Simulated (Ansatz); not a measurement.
AgCl under a change: isotropic strain −0.50 %

The parent structure is AgCl in the rock salt structure (space group Fm-3m, No. 225; a = 5.4475 Å).

Perturbation: the cell is scaled by 0.9950 in all directions, atoms relaxed at fixed cell.

Computed with PBEsol/PAW in Ansatz (a quantum-chemistry and plane-wave program), no spin-orbit coupling. k-mesh 10×10×10 (Γ-centred); smearing 0.05 eV (Fermi–Dirac).

* **Volume per atom**: 19.91 Å³ (base 20.21 Å³)
* **Space group**: Fm-3m (No. 225) (base Fm-3m (No. 225))
* **Shortest interatomic distance**: 2.710 Å (base 2.724 Å)
* **Energy relative to the base (free energy F)**: +0.8 meV/atom
* **Pressure**: 8.9 kbar (base 0.0 kbar)
* **Band gap**: 0.73 eV (base 0.72 eV)
* **Gap character**: indirect, L → Γ (base indirect, L → Γ)
* **Smallest direct gap**: 3.08 eV (base 3.03 eV)
* **Mean gap deformation potential ΔEg/Δln V**: 0.0 eV
* **Electron mass**: 0.25 mₑ (at Γ) (base 0.25 mₑ (at Γ))
* **Valley order (the lowest conduction-band minima on the path, energy above the VBM, named in the base's zone)**: Γ 0.73 eV; X along ⟨100⟩ 2.10 eV (base Γ 0.72 eV; X along ⟨100⟩ 2.13 eV)

Effective masses come from finite differences of ±0.01 Å⁻¹. No phonon test of stability was made.
